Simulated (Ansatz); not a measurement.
# Phonon-limited transport in GeP$_{3}$ (R-3m)

Consider the following.

```
GeP3
1.0
    3.50292     2.02241     3.14201
   -3.50292     2.02241     3.14201
    0.00000    -4.04482     3.14201
Ge P
2 6
Direct
  0.73572   0.73572   0.73572
  0.26428   0.26428   0.26428
  0.21802   0.21802   0.74242
  0.78198   0.78198   0.25758
  0.74242   0.21802   0.21802
  0.25758   0.78198   0.78198
  0.21802   0.74242   0.21802
  0.78198   0.25758   0.78198
```

Level of theory: LDA, DFPT electron-phonon coupling, linearised Boltzmann equation (plane waves, PAW, scalar-relativistic; Ansatz, a first-principles code). How the cell was made: relaxed with this functional, without spin-orbit coupling.

The resistivity at 300 K is 32 (x), 32 (y), 14.9 (z) μΩ·cm, the electron mean free path at 300 K (weighted by the current that each state carries) is 9.2 (x), 9.2 (y), 12.5 (z) nm and the drude plasma energy comes out as 3.7 (x), 3.7 (y), 5.0 (z) eV.

A metal at this level (no band gap). Only scattering by harmonic phonons is included (no impurities, grain boundaries, electron-electron scattering or thermal expansion). Spin-orbit coupling is left out. Halving the electron mesh (16x16x16) moves the resistivity by up to 14 % at 300 K, the mean free path by up to 9 %. Smearing 0.20 eV; phonons on a 3x3x3 q mesh, which this run doesn't test.

Formula and space group known from diffraction (Crystallography Open Database), not checked to be the room-temperature form: GeP3 (R-3m).
